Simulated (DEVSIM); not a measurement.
Device: W/AlN/SiO2/n-Si capacitor, at 300 K.

```csv
layer (left to right),material,thickness (nm),Nd (cm⁻³)
1,AlN,2.50,-
2,SiO2,0.920,-
3,Si,3600,1.3e15
```

Metal gate on the left, work function 4.6 eV. Fixed charge at the semiconductor interface 0 cm⁻² (in units of +e); no interface traps.

Constants are typed, rounded textbook-type inputs, not results; the design itself was drawn at random and stands for no fabricated device. Values at 300 K.

```
parameter      AlN  SiO2       Si
-------------  ---  ----  -------
gap (eV)       6.1     9    1.124
affinity (eV)  1.9   0.9     4.05
permittivity   8.5   3.9     11.7
Nc (cm⁻³)        -     -  2.86e19
Nv (cm⁻³)        -     -   3.1e19
```

Model (solved in DEVSIM): 1D Poisson equation in equilibrium, Boltzmann statistics, complete ionisation; no quantum confinement or tunnelling. Metal contacts follow the ideal Schottky-Mott rule: no Fermi-level pinning, no interface dipoles.

**Question.** Tabulate band edges, carrier densities and field at -0.2 V on the gate.

**Answer.** Energies count from the Fermi level of the right contact; mesh points crowd at the junctions.

| x (μm) | Ec (eV) | Ev (eV) | n (cm⁻³) | p (cm⁻³) | field (V/cm) |
|---|---|---|---|---|---|
| 0.000 | 2.900 | -3.200 | < 1e2 | < 1e2 | -19000 |
| 0.0009341 | 2.898 | -3.202 | < 1e2 | < 1e2 | -19000 |
| 0.001869 | 2.897 | -3.204 | < 1e2 | < 1e2 | -19000 |
| 0.002737 | 3.894 | -5.106 | < 1e2 | < 1e2 | -41000 |
| 0.003501 | 0.741 | -0.383 | 10000000 | 1.2e13 | -14000 |
| 0.004967 | 0.740 | -0.384 | 1.1e7 | 1.1e13 | -14000 |
| 0.008161 | 0.735 | -0.389 | 1.3e7 | 9.1e12 | -13000 |
| 0.01913 | 0.721 | -0.403 | 2.2e7 | 5.2e12 | -13000 |
| 0.03903 | 0.695 | -0.429 | 6.1e7 | 1.9e12 | -13000 |
| 0.08518 | 0.637 | -0.487 | 5.6e8 | 2.1e11 | -12000 |
| 0.1830 | 0.530 | -0.594 | 3.5e10 | 3.3e9 | -9900 |
| 0.5189 | 0.309 | -0.815 | 1.9e14 | 630000 | -3400 |
| 1.128 | 0.259 | -0.865 | 1.3e15 | 91000 | -29 |
| 2.277 | 0.258 | -0.866 | 1.3e15 | 89000 | ≈ 0 |
| 3.140 | 0.258 | -0.866 | 1.3e15 | 89000 | ≈ 0 |
| 3.392 | 0.258 | -0.866 | 1.3e15 | 89000 | ≈ 0 |
| 3.507 | 0.258 | -0.866 | 1.3e15 | 89000 | ≈ 0 |
| 3.560 | 0.258 | -0.866 | 1.3e15 | 89000 | ≈ 0 |
| 3.589 | 0.258 | -0.866 | 1.3e15 | 89000 | ≈ 0 |
| 3.597 | 0.258 | -0.866 | 1.3e15 | 89000 | ≈ 0 |
| 3.601 | 0.258 | -0.866 | 1.3e15 | 89000 | ≈ 0 |
| 3.603 | 0.258 | -0.866 | 1.3e15 | 89000 | ≈ 0 |
